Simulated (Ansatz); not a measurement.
Amorphous silicon oxynitride (Si30O12N32)

Preparation: random packing, a CHGNet melt and quench, and a DFT relaxation. O and N atoms were pushed apart under 1.9 Å during the dynamics, to hinder bonds among them. The hot cell started wider than the set density and was brought back towards it in steps. It is the lowest in DFT energy of 2 quenches. It is a model cell: composition and starting density were chosen by hand, and all elements were melted together. No dispersion term was used.

Methods: PBE, scalar-relativistic without spin-orbit coupling (Ansatz, a first-principles code); r2SCAN, scalar-relativistic without spin-orbit coupling (Ansatz). Geometry, pressure, stress and energy are those of the PBE run. Its sampling: a 2×2×2 Γ-centred mesh; Fermi-Dirac width 0.02 eV; no spin polarisation. Other functionals are single points at the zone centre (r2SCAN at 500 eV), free to take moments where seeds were set. At PBE the levels at the filled edge of the gap are localised (band-tail or defect states), and the nearest spread-out levels lie 3.1 eV apart at the zone centre.

```json
{
  "number_of_atoms_in_the_cell": "74",
  "Density (volume relaxed, without dispersion)": "2.53 g/cm³",
  "volume_per_atom": "88.8 bohr³",
  "Pressure on a 2×2×2 Γ-centred mesh": "0.05 GPa",
  "Largest force and stress component on that mesh (the relaxation ran on the zone centre alone)": "0.05 eV/Å and 6.0 GPa",
  "Level gap on a 2×2×2 Γ-centred mesh (PBE)": "2.65 eV",
  "Level gap at the zone centre (PBE)": "2.66 eV",
  "Level gap at the zone centre (r2SCAN)": "3.14 eV"
}
```

Neighbours within Si-Si 2.60 Å, Si-O 2.12 Å, Si-N 2.08 Å, O-O 1.58 Å, O-N 1.64 Å, N-N 1.70 Å count as bonded. Two cations that share two anions don't count as bonded, nor two that share one unless they lie closer than Si-Si 2.38 Å.

The mean coordination of Si by anions comes out as 4.00 (30 with 4) and the mean coordination of O comes out as 2.17 (10 with 2, 2 with 3). The mean coordination of N comes out as 2.94 (3 with 2, 28 with 3, 1 with 4). The mean Si-N bond is 1.752 Å (spread 0.055 Å, 94 counted) and the mean Si-O bond comes out as 1.697 Å (spread 0.094 Å, 26 counted).

Its density started from a set value of 2.44 g/cm³. Cooling (nominally 150 K/ps over its main leg) ran many orders faster than in experiment, which tends to leave more defects and strain. A cell of this size samples the disorder only roughly. The volume was free in the relaxation, at fixed shape. Stress components on the final sampling reach 6.0 GPa.
